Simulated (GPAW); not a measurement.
Effort and miss along a sweep of h: Be (P6_3/mmc, 2 atoms in the cell)

```xyz
2
Lattice="2.2809 0.0000 0.0000 -1.1404 1.9753 0.0000 0.0000 0.0000 3.5995" Properties=species:S:1:pos:R:3 pbc="T T T"
Be     0.0000     1.3169     2.6996
Be     1.1404     0.6584     0.8999
```

Level of theory: PBE, LCAO dzp, GPAW PAW datasets PBE (gpaw-data 1.0.1) run with GPAW.

Base settings: mode = lcao; h = 0.18 Å; basis = dzp; xc = PBE; kpts = 19 19 10; mesh shift (steps) = 0 0 0; occupations.name = fermi-dirac; occupations.width = 0.1 eV; convergence.density = 1e-05 e/electron; convergence.energy = 1e-05 eV/electron.

Misses are taken against the tightest run, 0.147 Å, which need not be fully converged itself. The energy is the free energy per atom.

Core times come from one kind of shared machine and are given to one figure; runs under 30 s give none.

The starting cell comes from a database of computed structures (which also holds hypothetical and non-ambient phases and stackings), without a prior relaxation at this level. Its lattice was rescaled by a random factor within 2.5 % of one. Values carry the incompleteness of an atom-centred basis.

The runs (h): 0.285 Å | 0.255 Å | 0.232 Å | 0.215 Å | 0.201 Å | 0.19 Å | 0.18 Å | 0.168 Å | 0.158 Å | 0.147 Å.

Which is the coarsest setting among those run that, with all tighter ones, holds the energy within 10 meV/atom of the reference, and what does it save?

0.19 Å, off by 0.53 meV/atom; its saving against the reference is no more than about a factor of 2 in time.

What does the step from 0.215 Å to 0.168 Å buy?

It takes the miss in the energy from 15 to 0.53 meV/atom, for roughly 3 times the time.

```csv
h,energy less reference (meV/atom),core time / reference (rough)
0.285 Å,22.22,0.3
0.255 Å,14.69,0.3
0.232 Å,14.69,0.3
0.215 Å,14.69,0.3
0.201 Å,14.69,0.3
0.19 Å,0.53,0.8
0.18 Å,0.53,0.9
0.168 Å,0.53,0.8
0.158 Å,0.00,1
0.147 Å,0.00,1
```
